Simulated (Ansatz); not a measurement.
System: interstitial Be in silicon (charge state +2). Computed with PBE, PAW (plane waves to 420 eV; Ansatz, a program for electronic structure).

64-site cell at the relaxed PBE lattice, a 2×2×2 k-point mesh shifted by half a step, smearing 0.01 eV, spin-restricted, no finite-size correction. Energies are static. The charge state is imposed; whether it is stable for some Fermi level was not computed. Sites that were not tried may lie lower.

Barriers: single points on a 3×3×3 k-point mesh shifted by half a step at the bands' geometries.

Relaxed starting cell (atoms counted from 1):

```
CELL_PARAMETERS angstrom
     10.94000     0.00000     0.00000
      0.00000    10.94000     0.00000
      0.00000     0.00000    10.94000
ATOMIC_POSITIONS crystal
  Si 0.00017 0.99925 0.25090
  Si 0.00009 0.99927 0.74851
  Si 0.00014 0.49927 0.24923
  Si 0.00017 0.49926 0.75016
  Si 0.50013 0.99927 0.24922
  Si 0.50016 0.99926 0.75016
  Si 0.50018 0.49924 0.25029
  Si 0.50012 0.49925 0.74907
  Si 0.12631 0.37416 0.12586
  Si 0.12441 0.37503 0.62391
  Si 0.12762 0.87176 0.12724
  Si 0.12630 0.87312 0.62484
  Si 0.62439 0.37502 0.12394
  Si 0.62475 0.37466 0.62429
  Si 0.62526 0.87310 0.12585
  Si 0.62436 0.87500 0.62389
  Si 0.00015 0.25049 0.99968
  Si 0.00014 0.24881 0.49969
  Si 0.00011 0.74808 0.99969
  Si 0.00017 0.74975 0.49967
  Si 0.50013 0.24881 0.99968
  Si 0.50018 0.24987 0.49966
  Si 0.50016 0.74975 0.99967
  Si 0.50013 0.74865 0.49968
  Si 0.12632 0.12545 0.37456
  Si 0.12758 0.12680 0.87222
  Si 0.12441 0.62347 0.37547
  Si 0.12631 0.62443 0.87352
  Si 0.62438 0.12352 0.37544
  Si 0.62526 0.12545 0.87351
  Si 0.62476 0.62388 0.37507
  Si 0.62435 0.62347 0.87542
  Si 0.25128 0.99928 0.99973
  Si 0.24967 0.99925 0.49966
  Si 0.24967 0.49925 0.99966
  Si 0.25075 0.49926 0.49970
  Si 0.74891 0.99923 0.99963
  Si 0.75060 0.99927 0.49969
  Si 0.75060 0.49928 0.99968
  Si 0.74953 0.49923 0.49964
  Si 0.37556 0.37467 0.37509
  Si 0.37590 0.37502 0.87541
  Si 0.37592 0.87499 0.37545
  Si 0.37500 0.87313 0.87354
  Si 0.87587 0.37501 0.37543
  Si 0.87398 0.37417 0.87352
  Si 0.87399 0.87311 0.37458
  Si 0.87256 0.87174 0.87217
  Si 0.25092 0.25011 0.25051
  Si 0.25352 0.25254 0.74629
  Si 0.25354 0.74584 0.25299
  Si 0.25094 0.74850 0.74890
  Si 0.74689 0.25250 0.25292
  Si 0.74934 0.25010 0.74892
  Si 0.74934 0.74852 0.25050
  Si 0.74681 0.74582 0.74625
  Si 0.37499 0.12548 0.12589
  Si 0.37598 0.12347 0.62384
  Si 0.37599 0.62342 0.12389
  Si 0.37553 0.62388 0.62430
  Si 0.87279 0.12660 0.12702
  Si 0.87393 0.12548 0.62483
  Si 0.87394 0.62441 0.12589
  Si 0.87594 0.62341 0.62382
  Be 0.00042 0.99884 0.99933
```
Cell charge +2.

End state 1 differs by these moves (Å; atoms that move under 0.08 Å are left out):

| atom | element | Δx | Δy | Δz |
|---|---|---|---|---|
| 65 | Be | 1.37 | -1.36 | -1.36 |

What is the computed forward and backward barriers to end state 1 (PBE, PAW)?

forward 0.065 eV, backward 0.065 eV; at the saddle point atom 65 has neighbours 4 Si at 2.33, 2 Si at 2.34 Å. The saddle point's order was not checked, and it lies on a symmetry element of the cell, where a band can be held.
